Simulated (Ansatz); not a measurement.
Pressure series in BaO

The parent structure is BaO in the rock salt structure (space group Fm-3m, No. 225; a = 5.573 Å).

Cell and atoms are relaxed at each pressure.

Level of theory: DFT with PBE, PAW potentials and a 420 eV plane-wave cutoff in Ansatz (an electronic-structure program), no spin-orbit coupling.

Notes on the quantities. enthalpy: H = E + PV relative to the base's energy.

```tsv
case	band gap	lattice parameter a	enthalpy	width of the top valence band
base	2.10 eV	5.573 Å	–	1.39 eV
pressure −2 GPa	2.19 eV	5.632 Å	-0.27 eV/atom	1.26 eV
pressure −1 GPa	2.15 eV	5.601 Å	-0.14 eV/atom	1.32 eV
pressure 2.1 GPa	2.01 eV	5.521 Å	+0.28 eV/atom	1.52 eV
pressure 4.5 GPa	1.91 eV	5.469 Å	+0.59 eV/atom	1.66 eV
pressure 9 GPa	1.72 eV	5.386 Å	+1.15 eV/atom	1.90 eV
pressure 15 GPa	1.49 eV	5.297 Å	+1.86 eV/atom	2.19 eV
pressure 22.5 GPa	1.22 eV	5.207 Å	+2.71 eV/atom	2.51 eV
pressure 30 GPa	0.96 eV	5.133 Å	+3.52 eV/atom	2.81 eV
```

Load acts through the strain it causes; cell and atoms are relaxed under it. No phonon test of stability was made. Competing high-pressure phases were not computed.
